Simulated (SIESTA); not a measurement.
Band structure of FeI2 (P-3m1, 3 atoms in the cell).

```
CELL_PARAMETERS angstrom
      4.04000     0.00000     0.00000
     -2.02000     3.49874     0.00000
      0.00000     0.00000     6.75000
ATOMIC_POSITIONS crystal
  Fe 0.00000 0.00000 0.00000
  I  0.33333 0.66667 0.25000
  I  0.66667 0.33333 0.75000
```
Moments meant for the start (each program seeds them in its own way; μB, in the order of the atoms Fe I I): 4.0 0.0 0.0.

Method: GGA PBEsol, numerical atomic orbitals DZP, PseudoDojo PBEsol standard norm-conserving potentials (rewritten from UPF to PSML) in SIESTA.

Settings: XC.functional = GGA; XC.authors = PBEsol; potentials = PseudoDojo PBEsol standard; PAO.BasisSize = DZP; PAO.EnergyShift = 0.01 Ry; MeshCutoff = 300 Ry; kgrid.MonkhorstPack = 8 8 4 shifted by 0.5 0.5 0.5; OccupationFunction = FD; ElectronicTemperature = 1160.45 K; Spin = polarized; DM.InitSpin = [1 +4.00, 2 +0.00, 3 +0.00]; MaxSCFIterations = 150; SCF.Mixer.Method = Pulay; SCF.Mixer.Weight = 0.1.

The starting cell comes from a database of published, mostly measured structures (it also holds non-ambient and calculated ones), without a prior relaxation at this level. Spin-orbit coupling is off. With one magnetic atom in the cell only a parallel order is possible. Values carry the incompleteness of an atom-centred basis.

Levels in eV from the Fermi level, bands 14 to 19 of the first spin channel:
| point | 14 | 15 | 16 | 17 | 18 | 19 |
|---|---|---|---|---|---|---|
| Γ | -1.55 | -1.55 | -0.96 | -0.96 | 2.84 | 4.00 |
| M | -3.02 | -2.97 | -1.56 | -0.98 | 2.58 | 4.13 |
| K | -2.77 | -2.77 | -2.03 | -2.03 | 2.50 | 6.30 |
| A | -1.69 | -1.69 | -0.80 | -0.80 | 4.04 | 4.10 |
| L | -2.82 | -2.74 | -1.35 | -1.31 | 2.14 | 4.17 |
| H | -2.92 | -2.92 | -1.25 | -1.25 | 3.60 | 4.50 |

Bands cross the Fermi level along this path, so the cell is metallic at this level.

Higher empty bands are left out: an atom-centred basis made for the valence describes them poorly.

The net moment of the cell came out as 4.00 μB.
